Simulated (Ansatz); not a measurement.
**PbF₂ in the fluorite structure (space group Fm-3m, No. 225)**

```
PbF2
1.0
    0.00000     2.94928     2.94928
    2.94928     0.00000     2.94928
    2.94928     2.94928     0.00000
Pb F
1 2
Cartesian
  0.00000   0.00000   0.00000
  4.42392   4.42392   4.42392
  1.47464   1.47464   1.47464
```

Method: PBEsol, PAW, 420 eV (Ansatz, a first-principles code; no SOC). k-mesh 10×10×10 (Γ-centred); smearing 0.05 eV (Fermi–Dirac).

The volume per atom is 17.10 Å³. The density comes out as 7.94 g/cm³. The band gap comes out as 4.31 eV, indirect, W → X, the lowest conduction-band minima above the VBM is X along ⟨100⟩ 4.31 eV; L along ⟨111⟩ 4.93 eV; a point along ⟨110⟩, about 0.6 Å⁻¹ from Γ 5.30 eV and the total energy comes out as -4452.412 eV/atom (σ→0; compares only within this code and set-up).

Spin-orbit coupling, missing from the scalar runs, can matter with Pb. Whether these cells are dynamically stable was not tested.
